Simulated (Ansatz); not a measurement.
**Ca₂Nb₂O₇ (Fd-3m, No. 227, 22 atoms in the cell; start mp-4155)**

Method: PBEsol in Ansatz (plane waves, PAW).

Settings: plane-wave cutoff 520 eV, 6×6×6 k mesh, Fermi–Dirac smearing 0.01 eV, no spin polarisation, scalar-relativistic PAW data made under PBE.

Cell (relaxed with PBEsol):

```yaml
crystal:
  lattice:
    - [0.00000, 5.20064, 5.20064]
    - [5.20064, 0.00000, 5.20064]
    - [5.20064, 5.20064, 0.00000]
  atoms:
    - { symbol: Ca, position: [0.12500, 0.62500, 0.12500] }
    - { symbol: Ca, position: [0.12500, 0.12500, 0.12500] }
    - { symbol: Ca, position: [0.62500, 0.12500, 0.12500] }
    - { symbol: Ca, position: [0.12500, 0.12500, 0.62500] }
    - { symbol: Nb, position: [0.62500, 0.12500, 0.62500] }
    - { symbol: Nb, position: [0.62500, 0.62500, 0.62500] }
    - { symbol: Nb, position: [0.12500, 0.62500, 0.62500] }
    - { symbol: Nb, position: [0.62500, 0.62500, 0.12500] }
    - { symbol: O, position: [0.00000, 0.00000, 0.00000] }
    - { symbol: O, position: [0.25000, 0.25000, 0.25000] }
    - { symbol: O, position: [0.30716, 0.30716, 0.69284] }
    - { symbol: O, position: [0.55716, 0.55716, 0.94284] }
    - { symbol: O, position: [0.69284, 0.69284, 0.30716] }
    - { symbol: O, position: [0.94284, 0.94284, 0.55716] }
    - { symbol: O, position: [0.69284, 0.30716, 0.30716] }
    - { symbol: O, position: [0.94284, 0.55716, 0.55716] }
    - { symbol: O, position: [0.30716, 0.69284, 0.69284] }
    - { symbol: O, position: [0.55716, 0.94284, 0.94284] }
    - { symbol: O, position: [0.30716, 0.69284, 0.30716] }
    - { symbol: O, position: [0.55716, 0.94284, 0.55716] }
    - { symbol: O, position: [0.69284, 0.30716, 0.69284] }
    - { symbol: O, position: [0.94284, 0.55716, 0.94284] }
```

```json
{
 "band_gap": "1.71 eV"
}
```

Spin–orbit coupling is not included.

The computed numbers hold no vibrational or temperature effects.

Cost on a shared machine: very roughly 2.0 core-minutes.

A start named mp-… is a Materials Project structure, which need not be a measured phase.

Ansatz is an electronic-structure program.
